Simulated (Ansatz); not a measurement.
The cell is built on a prototype and need not be the phase stable at ambient conditions.

By PBEsol, the system below comes out a metal.

Input:

```xyz
2
Lattice="3.6209 0.0000 0.0000 0.0000 3.7437 0.0000 0.0000 -1.8718 3.2421" Properties=species:S:1:pos:R:3 pbc="T T T"
Sn     0.0000     0.0000     0.0000
Si     1.8105     0.0000     2.1614
```

Space group of this cell: P-6m2. The cell was relaxed by PBE-D3(BJ).

The current flows along the normal of the first two printed cell vectors. No spin-orbit coupling; the value is a mean over 0.1 eV about the Fermi level.

Q: Compute, with PBEsol run with Ansatz (a program for electronic structure), the ballistic conductance per area.

A: 0.95 × 10¹⁵ S/m² for both spins.
